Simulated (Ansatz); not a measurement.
**Hypothetical rock salt BeTe, response to strain**

Consider BeTe in the rock salt structure (space group Fm-3m, No. 225; a hypothetical phase, not in the database extracts checked; relaxed with 0.1 eV smearing).

```
CELL_PARAMETERS angstrom
      0.00000     2.68082     2.68082
      2.68082     0.00000     2.68082
      2.68082     2.68082     0.00000
ATOMIC_POSITIONS crystal
  Te 0.00000 0.00000 0.00000
  Be 0.50000 0.50000 0.50000
```

Cartesian axes are those of the cell as printed.

Strains are applied to the cell and any free atomic positions relax; under biaxial strain the out-of-plane vector relaxes too; under stress the whole cell relaxes.

Levels (all Ansatz, a first-principles code, PAW, earlier PAW set): PBE (420 eV, without spin-orbit coupling); r2SCAN (500 eV, spin-orbit coupling left out).

The base cell above is that of PBE; each level relaxes its own structures.

Notes on the quantities. energy relative to the base: free energy F.

```json
[
 {"case": "biaxial strain +0.96 %, plane normal [001], relaxed out of plane", "energy relative to the base, PBE": "+1.3 meV/atom", "energy relative to the base, r2SCAN": "+1.3 meV/atom"},
 {"case": "biaxial strain −1.59 %, plane normal [111], relaxed out of plane", "energy relative to the base, PBE": "+4.3 meV/atom", "energy relative to the base, r2SCAN": "?"},
 {"case": "isotropic strain −0.86 %", "energy relative to the base, PBE": "+2.7 meV/atom", "energy relative to the base, r2SCAN": "+2.8 meV/atom"},
 {"case": "isotropic strain +2.55 %", "energy relative to the base, PBE": "+22 meV/atom", "energy relative to the base, r2SCAN": "+22 meV/atom"},
 {"case": "isotropic strain +2.90 %", "energy relative to the base, PBE": "+28 meV/atom", "energy relative to the base, r2SCAN": "?"},
 {"case": "uniaxial strain ε_xx = −1.21 %", "energy relative to the base, PBE": "+1.0 meV/atom", "energy relative to the base, r2SCAN": "?"},
 {"case": "strain tensor (xx, yy, zz, yz, xz, xy) = (−0.84, +0.49, −1.88, −0.75, +0.06, +0.65) %", "energy relative to the base, PBE": "+4.3 meV/atom", "energy relative to the base, r2SCAN": "+4.5 meV/atom"},
 {"case": "strain tensor (xx, yy, zz, yz, xz, xy) = (−1.08, −1.29, +2.09, −1.64, −0.47, −1.02) %", "energy relative to the base, PBE": "+6.7 meV/atom", "energy relative to the base, r2SCAN": "?"},
 {"case": "strain tensor (xx, yy, zz, yz, xz, xy) = (+0.66, −1.80, −1.63, +0.66, −0.10, −0.29) %", "energy relative to the base, PBE": "+5.5 meV/atom", "energy relative to the base, r2SCAN": "?"},
 {"case": "tensor shear ε_xz = +0.65 %", "energy relative to the base, PBE": "+0.4 meV/atom", "energy relative to the base, r2SCAN": "+0.5 meV/atom"},
 {"case": "uniaxial stress, 3 GPa compression along z", "energy relative to the base, PBE": "+5.1 meV/atom", "energy relative to the base, r2SCAN": "+5.3 meV/atom"},
 {"case": "tensor shear ε_xz = +2.05 %", "energy relative to the base, PBE": "+4.2 meV/atom", "energy relative to the base, r2SCAN": "?"}
]
```

**Question.** Complete the table.

**Answer.** 
- biaxial strain −1.59 %, plane normal [111], relaxed out of plane, energy relative to the base, r2SCAN: +4.7 meV/atom
- isotropic strain +2.90 %, energy relative to the base, r2SCAN: +28 meV/atom
- uniaxial strain ε_xx = −1.21 %, energy relative to the base, r2SCAN: +1.0 meV/atom
- strain tensor (xx, yy, zz, yz, xz, xy) = (−1.08, −1.29, +2.09, −1.64, −0.47, −1.02) %, energy relative to the base, r2SCAN: +7.2 meV/atom
- strain tensor (xx, yy, zz, yz, xz, xy) = (+0.66, −1.80, −1.63, +0.66, −0.10, −0.29) %, energy relative to the base, r2SCAN: +5.6 meV/atom
- tensor shear ε_xz = +2.05 %, energy relative to the base, r2SCAN: +4.8 meV/atom

The two levels differ by at most about 0.7 meV/atom. Near ties aside, they put the cases in the same order.

Beyond what the load breaks, stability against distortions was not tested. All final runs are without spin polarisation.
